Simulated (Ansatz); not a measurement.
A computed series for AlAs: pressure series

Consider AlAs in the zinc blende structure (space group F-43m, No. 216; a = 5.7281 Å).

Cell and atoms are relaxed at each pressure.

Method: PBE (Ansatz, a first-principles code), no SOC, earlier PAW set.

Candidates:
(a) pressure 9 GPa
(b) pressure −1 GPa
(c) pressure 1.8 GPa
(d) pressure 45 GPa
(e) pressure 4.2 GPa

For the base:

| Quantity | Result |
|---|---|
| Band gap | 1.50 eV |

Question: Order them by band gap, highest first.

Answer: (b) pressure −1 GPa (1.53 eV), (c) pressure 1.8 GPa (1.46 eV), (e) pressure 4.2 GPa (1.41 eV), (a) pressure 9 GPa (1.32 eV), (d) pressure 45 GPa (0.77 eV)

Load acts through the strain it causes; cell and atoms are relaxed under it. Whether these cells are dynamically stable was not tested. Measured, AlAs leaves this structure (for the NiAs type) near 12 GPa (temperature not stated; as listed in Datta, Sujoy, Jana, Debnarayan, arXiv (2020)), on rising pressure, with hysteresis.
